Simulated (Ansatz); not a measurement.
Base system: BeTe in the zinc blende structure (space group F-43m, No. 216).

```xyz
2
Lattice="0.0000 2.8285 2.8285 2.8285 0.0000 2.8285 2.8285 2.8285 0.0000" Properties=species:S:1:pos:R:3 pbc="T T T"
Te     4.2427     4.2427     4.2427
Be     0.0000     0.0000     0.0000
```

Cartesian axes are those of the cell as printed.

Calculations: r2SCAN, PAW, 500 eV (Ansatz, a quantum-chemistry and plane-wave program; no spin-orbit coupling).

Before the change:

The pressure is 0.00 GPa and the smallest direct gap is 4.04 eV.

It is then changed as follows: uniaxial strain ε_xx = +5.09 %, all other strain components held at zero, atoms relaxed at fixed cell.

**Question.** What happens to the pressure and smallest direct gap?

**Answer.** The pressure (mean of the normal stresses, compression positive) goes from zero to -2.67 GPa; the smallest direct gap decreases by 0.14 eV (4.04 eV → 3.90 eV).

With Te present, leaving out spin-orbit coupling can change the band edges. Gaps are Kohn–Sham eigenvalue differences; semilocal functionals usually give less than the measured gap. Whether these cells are dynamically stable was not tested.
